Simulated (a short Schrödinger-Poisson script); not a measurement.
System: MOS inversion layer, SiO2 on p-type Ge(100), at 400 K.

| layer | material | thickness (nm) | Na (cm⁻³) |
|---|---|---|---|
| 1 | SiO2 | 1.6 | - |
| 2 | Ge | 200 | 4.2e18 |

Constants are typed, rounded textbook-type inputs, not results; the design itself was drawn at random and stands for no fabricated device. SiO2: permittivity 3.9, conduction-band edge (eV) 3.1, gap (eV) 9, electron mass (mₑ) 0.5. Ge: permittivity 16, conduction-band edge (eV) 0, gap (eV) 0.664, Nv at 300 K (cm⁻³) 6e18.

Channel valleys (confinement mass, in-plane density-of-states mass, number): L4 0.12, 0.295, 4. At the gate the conduction-band edge of layer 1 lies 3.13 eV − eVg above the Fermi level of the channel; the field vanishes at the back. Gaps are held at their typed values at every temperature. Mesh 0.03 nm at interfaces.

Solved with a short Schrödinger-Poisson script written for these runs: 1D Poisson equation in equilibrium, electrons quantum, Hartree (BenDaniel-Duke, 12 states a valley, the channel's in-plane mass for all, wave functions ending at the dielectric), parabolic valleys, classical holes, full ionisation, no traps, pinning or gate leakage.

At Vg = 1.2 V the centroid of the electrons lies 2.38 nm from the interface.

Question: Estimate the gate capacitance as the dielectric in series with that distance, and compare.

Answer: The dielectric alone has 2.16 μF/cm²; in series with 2.38 nm of the channel's permittivity, 1.58 μF/cm²; the run gives 1.54 μF/cm². The estimate leaves out the density-of-states capacitance and the centroid's move with voltage. Only the L valleys are kept; under strong confinement the Δ valleys of Ge fill too.
